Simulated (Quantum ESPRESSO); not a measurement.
Input and output of a self-consistent single point for ScZnPd (P1, 6 atoms in the cell) (Quantum ESPRESSO).

Computed with PBEsol, GBRV 1.5 ultrasoft (PBESOL) pseudopotentials (plane waves; Quantum ESPRESSO 7.5).

The change in words: atoms moved at random. Reference geometry:
```xyz
6
Lattice="2.1465 4.5589 0.0000 -2.1465 4.5589 0.0000 0.0000 0.0000 5.2514" Properties=species:S:1:pos:R:3 pbc="T T T"
Sc    -2.1465    -1.8858    -3.9385
Sc    -2.1465     1.8858    -1.3128
Zn     0.0000     0.0000     0.0000
Zn     0.0000     0.0000    -2.6257
Pd    -2.1465     0.8795    -3.9385
Pd    -2.1465    -0.8795    -1.3128
```

Reference input (self-consistent single point, DFT, PBEsol, plane waves, GBRV 1.5 ultrasoft (PBESOL) pseudopotentials): ecutwfc = 50 Ry; ecutrho = 400 Ry; occupations = smearing; smearing = gauss; degauss = 0.0036749 Ry; potentials = {Sc: sc_pbesol_v1.uspp.F.UPF, Zn: zn_pbesol_v1.uspp.F.UPF, Pd: pd_pbesol_v1.4.uspp.F.UPF}; K_POINTS = automatic 5 5 4 0 0 0; conv_thr = 1e-11 Ry; mixing_beta = 0.7. This run's input differs from it in these lines:

```diff
@@ -9,6 +9,3 @@
 &SYSTEM
-  ibrav = 9
-  celldm(1) = 8.1126887393
-  celldm(2) = 2.123830377005
-  celldm(3) = 1.223228240994
+  ibrav = 0
   nat = 6
@@ -30,10 +27,14 @@
 ATOMIC_POSITIONS {crystal}
-Sc   -0.7068300000    0.2931700000   -0.7500000000
-Sc   -0.2931700000    0.7068300000   -0.2500000000
-Zn    0.0000000000    0.0000000000    0.0000000000
-Zn    0.0000000000    0.0000000000   -0.5000000000
-Pd   -0.4035400000    0.5964600000   -0.7500000000
-Pd   -0.5964600000    0.4035400000   -0.2500000000
+Sc    0.6936210000    0.2992620000    0.7459740000
+Sc    0.2890590000    0.6999940000    0.2472400000
+Zn   -0.0118600000   -0.0051260000   -0.0156070000
+Zn   -0.0015770000   -0.0104410000    0.5032910000
+Pd    0.4164370000    0.6056790000    0.7619190000
+Pd    0.6143200000    0.4106320000    0.2571820000
 K_POINTS {automatic}
 5 5 4  0 0 0
+CELL_PARAMETERS {angstrom}
+   2.1465250000    -4.5588550000     0.0000000000
+   2.1465250000     4.5588550000     0.0000000000
+   0.0000000000     0.0000000000     5.2513800000
```

Log, with long lists cut:

```
     Self-consistent Calculation

     iteration #  1     ecut=    50.00 Ry     beta= 0.70

     negative rho (up, down):  1.493E-01 0.000E+00

     total energy              =   -1503.70628450 Ry
     estimated scf accuracy    <       7.06141868 Ry

     iteration #  2     ecut=    50.00 Ry     beta= 0.70

     negative rho (up, down):  1.543E-01 0.000E+00

     total energy              =   -1506.99595957 Ry
     estimated scf accuracy    <      18.94824424 Ry

     iteration #  3     ecut=    50.00 Ry     beta= 0.70

     negative rho (up, down):  1.548E-01 0.000E+00

     total energy              =   -1508.42043090 Ry
     estimated scf accuracy    <       1.73304084 Ry

   [... 12 blocks of this kind left out ...]

     iteration # 16     ecut=    50.00 Ry     beta= 0.70

     negative rho (up, down):  1.555E-01 0.000E+00

     total energy              =   -1508.56286628 Ry
     estimated scf accuracy    <          2.7E-11 Ry

     iteration # 17     ecut=    50.00 Ry     beta= 0.70

     negative rho (up, down):  1.555E-01 0.000E+00
     End of self-consistent calculation

     the Fermi energy is    13.8980 ev

!    total energy              =   -1508.56286628 Ry
     estimated scf accuracy    <          2.9E-12 Ry
     smearing contrib. (-TS)   =      -0.00037486 Ry
     internal energy E=F+TS    =   -1508.56249142 Ry

     convergence has been achieved in  17 iterations

     negative rho (up, down):  1.555E-01 0.000E+00

     Forces acting on atoms (cartesian axes, Ry/au):

     atom    1 type  1   force =     0.00351529   -0.02573613    0.00685547
     atom    2 type  1   force =     0.00760064    0.00293446    0.00614760
     atom    3 type  2   force =     0.01957161   -0.00843688    0.02771129
     atom    4 type  2   force =     0.01453354    0.00615278   -0.01003543
     atom    5 type  3   force =    -0.02477764    0.01497593   -0.01790581
   [... lines left out ...]
     Total force =     0.065115     Total SCF correction =     0.000009
   [... lines left out ...]

     negative rho (up, down):  1.555E-01 0.000E+00
          total   stress  (Ry/bohr**3)                   (kbar)     P=      -23.91
  -0.00013434  -0.00001907   0.00002532          -19.76       -2.80        3.72
  -0.00001907  -0.00023253   0.00000049           -2.80      -34.21        0.07
   0.00002532   0.00000049  -0.00012078            3.72        0.07      -17.77

   JOB DONE.
```

The run converged in 17 iterations. Against the reference run the free energy goes up by 24.9 meV/atom, the pressure goes from -3.25 to -2.39 GPa and the largest force goes from 0.090 to 0.899 eV/Å.

The starting cell comes from a database of computed structures (which also holds hypothetical and non-ambient phases and stackings), without a prior relaxation at this level. For this run, on top of that: atoms moved at random. Spin polarisation is off.

Cost on one core of a shared machine: roughly 4 min.
